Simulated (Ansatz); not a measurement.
Consider LiF in the rock salt structure (space group Fm-3m, No. 225; a = 3.990 Å). Axes: x, y, z lie along the cube axes.

All numbers come from r2SCAN/PAW in Ansatz (a program for electronic structure), no spin-orbit coupling.

Modification: a pure shear with ε_yz = ε_zy = -0.0095; the atoms relax in the strained cell.

Question: What happens to the stress?

Answer: The stress (xx, yy, zz, yz, xz, xy; compression positive) comes out as (-0.02, 0.02, 0.02, 1.28, 0.00, 0.00) GPa.

Question: Estimate the effect on the energy relative to the base.

Answer: The energy goes up by 0.6 meV/atom.

No phonon test of stability was made.
